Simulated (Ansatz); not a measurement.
ZnO (P6_3mc), r2SCAN with spin-orbit coupling, rigid bands (Ansatz, a quantum-chemistry and plane-wave program): N_v = 7.69e19 cm⁻³ at 300 K and a hole conductivity mass of 1.81 mₑ along x (a = (3.23, 0.00, 0.00) Å; b = (-1.61, 2.80, 0.00) Å; c = (0.00, 0.00, 5.21) Å).

For 1e16 holes per cm³ at 300 K, place the Fermi level, estimate the Seebeck coefficient of a parabolic band with constant τ, and give mobility and conductivity for τ = 10 fs.

The level lies k_BT ln(N_v/p) = 0.231 eV above the valence-band maximum. S ≈ +(k_B/e)[ln(N_v/p) + 5/2] = 986 μV/K, against 1026 μV/K from the full bands (mean over directions). μ = eτ/m = 9.72 cm²/(V·s) and σ = peμ = 0.0156 S/cm. τ is assumed, not computed.

Band transport and this doping are assumed; polarons and phonon drag are left out. Geometry: cell and atoms relaxed with PBEsol.
